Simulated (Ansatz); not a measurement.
## The (100) surface of rock-salt TiC in its 1x1 cell (cut with top plane C + Ti, bottom plane C + Ti), outermost plane spacing 2.17 Å in the ideal cut

Computed with r2SCAN, at the PBE geometry (plane waves to 500 eV, PAW; Ansatz, a program for electronic structure).

Model: 12-atom slab, C6Ti6, 10.8 Å thick at the start, 12x12x1 mesh, Fermi-Dirac 0.1 eV, dipole correction, single point; on the structure that PBE left under its start's symmetry; no spin, no spin-orbit, no U.

```yaml
surface energy (mean of both faces): 1.79 J/m²
work_function_of_the_top_face: 4.61 eV
cost: about 60 core-seconds (a rough figure)
```
